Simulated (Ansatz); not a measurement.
## Computed paths: interstitial Na in alpha quartz, charge state +1

System: interstitial Na in alpha quartz (charge state +1). The numbers are results of PBE, PAW (plane waves to 420 eV; Ansatz, a quantum-chemistry and plane-wave program), not measurements.

243-site cell at the relaxed PBE lattice, the Γ point alone, smearing 0.01 eV, spin-restricted, no finite-size correction. No zero-point or tunnelling terms. The charge state is imposed; whether it is stable for some Fermi level was not computed. Sites that were not tried may lie lower.

Barriers: single points on a 2×2×2 k-point mesh shifted by half a step along c at the bands' geometries.

| Route | Start site over the lowest site run (eV) | Hop (Å) | Forward barrier (eV) | Backward barrier (eV) | Neighbours at the start | Neighbours at the saddle | Saddle order | Forward, on the band's own sampling (eV) |
|---|---|---|---|---|---|---|---|---|
| several atoms move together, Na the farthest | 0.00 | 1.84 | 0.11 | 0.11 | 2 O at 2.19, 2 O at 2.43, 2 O at 2.47 Å | 2 O at 2.20, 2 O at 2.22; Si at 2.79, Si at 2.83 Å | not checked, on a symmetry element | 0.11 |

Paths come from nudged elastic bands with a climbing image.  A band can be held on a symmetry element, so unchecked saddle points there may be too high.
